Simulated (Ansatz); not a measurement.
A constructed model of the (000-1) surface of wurtzite ZnO, O-terminated, 2x2 Si adatom at H3 (bottom of the slab: 2 H on 4 bottom sites)

The numbers are results of r2SCAN, at the PBE geometry (plane waves to 500 eV, PAW; Ansatz, a quantum-chemistry and plane-wave program), not measurements.

Set-up: 43 atoms, 13.7 Å thick at the start with caps and adatoms (thin: gaps and levels are the slab's own); mesh 4x4x1; 0.025 eV smearing; dipole correction on; single point; on the structure that PBE left under its start's symmetry; no spin, no spin-orbit, no U. It is one candidate, not shown to be the stable structure of the face.

```yaml
gap_of_the_slab_on_its_k_mesh: 0.79 eV
highest_filled_level_below_the_top_vacuum_level: 6.09 eV
cost: about 12 core-minutes (a rough figure)
```
